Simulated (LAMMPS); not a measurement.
LAMMPS 22 Jul 2025, classical MD, analytic bond-order potential (GaAs.bop.table): GaAs, 1000 atoms.

```
Item                                                                                              Result
-----------------------------------------------  -------------------------------------------------------
task                                                                                             MD, nve
potential                                                  analytic bond-order potential, GaAs.bop.table
copies of the repeat unit                                                                          5×5×5
shape (slab and sphere leave vacuum in the box)                                                     bulk
neighbor skin                                                                                        2 Å
neigh_modify                                                                   every 1 delay 0 check yes
newton                                                                                      on (default)
atom_modify sort (bins of 2 Å where set)                                                  1000 (default)
comm_style                                                                               brick (default)
box                                                                                 28.3 × 28.3 × 28.3 Å
start                                            generated zinc blende lattice, warmed in an untimed run
```

All runs start from one configuration, warmed at this fixed volume for 300 steps under a thermostat at 600 K. The run at the shortest step has a mean temperature of 617 K and a mean pressure of 1.3 GPa.

Each run covers about 0.40 ps at constant energy (mean temperature 617 K at the shortest step); σ is the standard deviation over the printed steps. One run each, on a shared machine, so no times are given.

Steps tried: 0.5 fs, 1 fs, 2 fs, 2.5 fs, 4 fs, 5 fs, 8 fs, 10 fs, 16 fs, 20 fs, 32 fs.

Question: Up to which step does the ratio σ(E total)/σ(E kinetic) stay under 10 %, and what happens beyond?

Answer: 10 fs. The run fails or blows up at 32 fs.

```
time step  σ(E total)/σ(E kinetic)  last minus first total energy (meV/atom)  mean temperature (K)
---------  -----------------------  ----------------------------------------  --------------------
0.5 fs                     0.00024                                   −0.0012                   617
1 fs                       0.00046                                   −0.0021                   617
2 fs                        0.0015                                   −0.0025                   616
2.5 fs                      0.0023                                   −0.0030                   616
4 fs                        0.0059                                   −0.0027                   615
5 fs                        0.0094                                   −0.0020                   613
8 fs                         0.027                                    +0.021                   608
10 fs                        0.049                                    +0.065                   603
16 fs                         0.19                                     +0.80                   582
20 fs                         0.36                                      +2.9                   563
32 fs            stops: Lost atoms                                         —                     —
```

The bar is a choice.
